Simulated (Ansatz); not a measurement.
The structure below was relaxed with r2SCAN, PAW, 500 eV (Ansatz, a quantum-chemistry and plane-wave program; spin-orbit coupling left out), earlier PAW set.

Space group P6₃/mmc (No. 194); a = b = 3.6542 Å, c = 6.0303 Å, α = β = 90.00°, γ = 120.00°

```
atom  site  symmetry       x       y       z
----  ----  --------  ------  ------  ------
Yb      2d      -6m2  0.6667  0.3333  0.2500
```

Problem. Write out a cell with all atoms.

Solution. 
```
Yb
1.0
    3.65422     0.00000     0.00000
   -1.82711     3.16465     0.00000
    0.00000     0.00000     6.03031
Yb
2
Direct
  0.33333   0.66667   0.75000
  0.66667   0.33333   0.25000
```
This is the conventional cell.

The state of the 4f shell was not checked for lower solutions. No phonon test of stability was made. Starting moments died away, wholly or in part, for Hf → Yb; another magnetic solution may exist. The final runs are not spin-polarised. The cell was made from Hf by this change: Hf → Yb; the result is a model cell. This is not the structure that Yb has at room temperature and ambient pressure.
